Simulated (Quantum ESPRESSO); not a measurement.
Input and output of a self-consistent single point for AlN (Fm-3m, 2 atoms in the cell) (Quantum ESPRESSO).

Computed with LDA (PW92), PseudoDojo standard norm-conserving (LDA) pseudopotentials (plane waves; Quantum ESPRESSO).

The change in words: lattice scaled by 0.98; ecutwfc: 85 Ry → 51 Ry. Reference geometry:
```
CELL_PARAMETERS angstrom
      0.00000     2.04469     2.04469
      2.04469     0.00000     2.04469
      2.04469     2.04469     0.00000
ATOMIC_POSITIONS crystal
  Al 0.50000 0.50000 0.50000
  N  0.00000 0.00000 0.00000
```

Reference input (self-consistent single point, DFT, LDA (PW92), plane waves, PseudoDojo standard norm-conserving (LDA) pseudopotentials): ecutwfc = 85 Ry; occupations = fixed; potentials = {Al: Al.upf, N: N.upf}; K_POINTS = automatic 10 10 10 0 0 0; nbnd = 6; conv_thr = 1e-10 Ry; mixing_beta = 0.7. This run's input differs from it in these lines:

```diff
@@ -12,3 +12,3 @@
  ntyp = 2
- ecutwfc = 85
+ ecutwfc = 51
  occupations = 'fixed'
@@ -24,5 +24,5 @@
 CELL_PARAMETERS {angstrom}
-   0.00000000     2.04469300     2.04469300
-   2.04469300     0.00000000     2.04469300
-   2.04469300     2.04469300     0.00000000
+   0.00000000     2.00379900     2.00379900
+   2.00379900     0.00000000     2.00379900
+   2.00379900     2.00379900     0.00000000
 ATOMIC_POSITIONS {crystal}
```

Log, with long lists cut:

```
     Self-consistent Calculation

     iteration #  1     ecut=    51.00 Ry     beta= 0.70

     total energy              =     -25.48119311 Ry
     estimated scf accuracy    <       0.40960070 Ry

     iteration #  2     ecut=    51.00 Ry     beta= 0.70

     total energy              =     -25.61394974 Ry
     estimated scf accuracy    <       0.21217239 Ry

     iteration #  3     ecut=    51.00 Ry     beta= 0.70

     total energy              =     -25.64826587 Ry
     estimated scf accuracy    <       0.00226934 Ry

   [... 7 blocks of this kind left out ...]

     iteration # 11     ecut=    51.00 Ry     beta= 0.70

     total energy              =     -25.64999610 Ry
     estimated scf accuracy    <          3.3E-09 Ry

     iteration # 12     ecut=    51.00 Ry     beta= 0.70
     End of self-consistent calculation

     highest occupied, lowest unoccupied level (ev):    11.3081   16.0206

!    total energy              =     -25.64999610 Ry
     estimated scf accuracy    <          3.3E-11 Ry

     convergence has been achieved in  12 iterations

     Forces acting on atoms (cartesian axes, Ry/au):

     atom    1 type  1   force =     0.00000000    0.00000000    0.00000000
     atom    2 type  2   force =    -0.00000000   -0.00000000   -0.00000000

     Total force =     0.000000     Total SCF correction =     0.000000

          total   stress  (Ry/bohr**3)                   (kbar)     P=     -165.23
  -0.00112322   0.00000000   0.00000000         -165.23        0.00        0.00
   0.00000000  -0.00112322   0.00000000            0.00     -165.23        0.00
   0.00000000   0.00000000  -0.00112322            0.00        0.00     -165.23

   JOB DONE.
```

The run converged in 12 iterations. Against the reference run the free energy rises by 131 meV/atom, the pressure goes from -15.46 to -16.52 GPa and the gap on the mesh goes from 4.165 to 4.713 eV.

The starting cell comes from a database of computed structures (which also holds hypothetical and non-ambient phases and stackings), without a prior relaxation at this level. Its lattice was rescaled by up to half a per cent. For this run, on top of that: lattice scaled by 0.98. At the lowered cutoff the pressure carries the error of an incomplete plane-wave basis.
